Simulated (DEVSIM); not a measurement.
Device: Si p-i-n diode, at 300 K.

| layer (left to right) | material | thickness (μm) | Nd (cm⁻³) | Na (cm⁻³) | τn (s) | τp (s) |
|---|---|---|---|---|---|---|
| 1 | Si | 0.920 | - | 2.3e18 | 7.8e-7 | 2.6e-6 |
| 2 | Si | 45.0 | 1.1e11 | - | 2.6e-6 | 2.6e-6 |
| 3 | Si | 1.00 | 6.2e17 | - | 2.6e-6 | 2.6e-6 |

Left contact: ohmic. Right contact: ohmic. Voltage is applied to the left contact. Recombination: SRH at mid-gap. Mobility is μmin + (μ − μmin)/(1 + (N/Nref)^α).

This is a model device: material constants are rounded textbook-type values typed into the input, and sizes, dopings and lifetimes were drawn at random. Values at 300 K.

| parameter | Si |
|---|---|
| gap (eV) | 1.124 |
| affinity (eV) | 4.05 |
| permittivity | 11.7 |
| Nc (cm⁻³) | 2.86e19 |
| Nv (cm⁻³) | 3.1e19 |
| μn (cm²/Vs) | 1417 |
| μp (cm²/Vs) | 470 |
| μn,min | 52 |
| μp,min | 45 |
| Nref,n | 9.7e16 |
| Nref,p | 2.2e17 |
| αn | 0.68 |
| αp | 0.72 |

Model (solved in DEVSIM): 1D drift-diffusion, Boltzmann statistics, complete ionisation; no tunnelling, impact ionisation, image-force lowering or self-heating.

Question: Tabulate band edges, carrier densities and field at zero bias.

Answer: Energies count from the Fermi level of the right contact; mesh points crowd at the junctions.

```json
[
 {"x (μm)": "0.000", "Ec (eV)": "1.057", "Ev (eV)": "-0.067", "n (cm⁻³)": "< 1e2", "p (cm⁻³)": "2.3e18", "field (V/cm)": "≈ 0"},
 {"x (μm)": "0.04951", "Ec (eV)": "1.057", "Ev (eV)": "-0.067", "n (cm⁻³)": "< 1e2", "p (cm⁻³)": "2.3e18", "field (V/cm)": "≈ 0"},
 {"x (μm)": "0.1956", "Ec (eV)": "1.057", "Ev (eV)": "-0.067", "n (cm⁻³)": "< 1e2", "p (cm⁻³)": "2.3e18", "field (V/cm)": "≈ 0"},
 {"x (μm)": "0.5891", "Ec (eV)": "1.057", "Ev (eV)": "-0.067", "n (cm⁻³)": "< 1e2", "p (cm⁻³)": "2.3e18", "field (V/cm)": "≈ 0"},
 {"x (μm)": "0.8601", "Ec (eV)": "1.057", "Ev (eV)": "-0.067", "n (cm⁻³)": "< 1e2", "p (cm⁻³)": "2.3e18", "field (V/cm)": "≈ 0"},
 {"x (μm)": "0.9165", "Ec (eV)": "1.048", "Ev (eV)": "-0.076", "n (cm⁻³)": "< 1e2", "p (cm⁻³)": "1.7e18", "field (V/cm)": "-30000"},
 {"x (μm)": "0.9599", "Ec (eV)": "0.928", "Ev (eV)": "-0.196", "n (cm⁻³)": "7500", "p (cm⁻³)": "1.6e16", "field (V/cm)": "-11000"},
 {"x (μm)": "1.197", "Ec (eV)": "0.834", "Ev (eV)": "-0.290", "n (cm⁻³)": "280000", "p (cm⁻³)": "4.2e14", "field (V/cm)": "-1800"},
 {"x (μm)": "1.839", "Ec (eV)": "0.772", "Ev (eV)": "-0.352", "n (cm⁻³)": "3000000", "p (cm⁻³)": "3.9e13", "field (V/cm)": "-570"},
 {"x (μm)": "3.850", "Ec (eV)": "0.710", "Ev (eV)": "-0.414", "n (cm⁻³)": "3.3e7", "p (cm⁻³)": "3.5e12", "field (V/cm)": "-190"},
 {"x (μm)": "10.53", "Ec (eV)": "0.632", "Ev (eV)": "-0.492", "n (cm⁻³)": "7.0e8", "p (cm⁻³)": "1.7e11", "field (V/cm)": "-87"},
 {"x (μm)": "34.21", "Ec (eV)": "0.483", "Ev (eV)": "-0.641", "n (cm⁻³)": "2.2e11", "p (cm⁻³)": "5.2e8", "field (V/cm)": "-55"},
 {"x (μm)": "42.20", "Ec (eV)": "0.421", "Ev (eV)": "-0.703", "n (cm⁻³)": "2.5e12", "p (cm⁻³)": "4.7e7", "field (V/cm)": "-140"},
 {"x (μm)": "44.75", "Ec (eV)": "0.362", "Ev (eV)": "-0.762", "n (cm⁻³)": "2.4e13", "p (cm⁻³)": "4800000", "field (V/cm)": "-440"},
 {"x (μm)": "45.69", "Ec (eV)": "0.280", "Ev (eV)": "-0.844", "n (cm⁻³)": "5.7e14", "p (cm⁻³)": "200000", "field (V/cm)": "-2100"},
 {"x (μm)": "45.86", "Ec (eV)": "0.215", "Ev (eV)": "-0.909", "n (cm⁻³)": "7.1e15", "p (cm⁻³)": "16000", "field (V/cm)": "-7500"},
 {"x (μm)": "45.92", "Ec (eV)": "0.131", "Ev (eV)": "-0.993", "n (cm⁻³)": "1.8e17", "p (cm⁻³)": "640", "field (V/cm)": "-38000"},
 {"x (μm)": "45.97", "Ec (eV)": "0.099", "Ev (eV)": "-1.025", "n (cm⁻³)": "6.2e17", "p (cm⁻³)": "190", "field (V/cm)": "≈ 0"},
 {"x (μm)": "46.20", "Ec (eV)": "0.099", "Ev (eV)": "-1.025", "n (cm⁻³)": "6.2e17", "p (cm⁻³)": "190", "field (V/cm)": "≈ 0"},
 {"x (μm)": "46.63", "Ec (eV)": "0.099", "Ev (eV)": "-1.025", "n (cm⁻³)": "6.2e17", "p (cm⁻³)": "190", "field (V/cm)": "≈ 0"},
 {"x (μm)": "46.84", "Ec (eV)": "0.099", "Ev (eV)": "-1.025", "n (cm⁻³)": "6.2e17", "p (cm⁻³)": "190", "field (V/cm)": "≈ 0"},
 {"x (μm)": "46.92", "Ec (eV)": "0.099", "Ev (eV)": "-1.025", "n (cm⁻³)": "6.2e17", "p (cm⁻³)": "190", "field (V/cm)": "≈ 0"}
]
```
